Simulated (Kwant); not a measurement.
Device: quantum point contact (saddle potential) in a ZnO two-dimensional gas. Effective mass 0.3 mₑ, grid spacing 15 nm, hard walls, nominal width 300 nm (19 grid rows, so walls 300 nm apart), one parabolic valley, scattering region 900 nm long along x; energies count from the band bottom; Fermi energy 0.000461 eV. Potential (V0 + ½k y²) cos²(πx/L) for |x| < L/2, with V0 swept from 0.00048405 to 0 eV, k = 2e-07 eV/nm², L = 260 nm.

Constants are typed, rounded textbook-type inputs, not results; the design itself was drawn at random and stands for no fabricated device.

Model: effective-mass tight-binding model on a square grid, one spin, coherent transport at 0 K (Kwant). Conductance is in e²/h.

Task: Compare with the saddle-point formula G = Σ 1/(1 + exp(−2π(E − V0 − ħωy(n + ½))/ħωx)), taking ħωy = ħ√(k/m) and ħωx from the curvature along x of V0 plus half of the mode's confinement energy.

Result: ħωy = 0.225 meV; at V0 = 0.393 meV the lowest mode has ħωx = 0.183 meV.

| V0 (meV) | formula | simulation |
|---|---|---|
| 0.456 | 0.030 | 0.032 |
| 0.393 | 0.18 | 0.19 |
| 0.330 | 0.67 | 0.69 |
| 0.267 | 0.97 | 0.97 |
| 0.203 | 1.04 | 1.06 |
| 0.140 | 1.33 | 1.41 |

The formula takes a parabolic saddle in the continuum; the run has the full potential on a grid.
